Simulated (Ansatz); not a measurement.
The parent structure is MgO in the rock salt structure (space group Fm-3m, No. 225; a = 4.2141 Å). Axes: x, y, z lie along the cube axes.

Levels (all Ansatz, an electronic-structure program, PAW): PBEsol (420 eV, scalar-relativistic without spin-orbit coupling); r2SCAN (500 eV, without spin-orbit coupling).

Its gap is 4.62 eV with PBEsol and 5.61 eV with r2SCAN.

Modification: a pure shear with ε_xy = ε_yx = 0.0250; the atoms relax in the strained cell.

With PBEsol the gap becomes 4.40 eV.

### Question
If the r2SCAN correction stayed the same, what would the r2SCAN gap be, and what does the r2SCAN run give?

### Answer
A rigid correction of +0.99 eV gives 5.39 eV. The r2SCAN run gives 5.39 eV, so the two effects roughly add.

Single points use the geometry relaxed with PBEsol. Whether these cells are dynamically stable was not tested. The base started in P3_121 and relaxed to Fm-3m at this level.
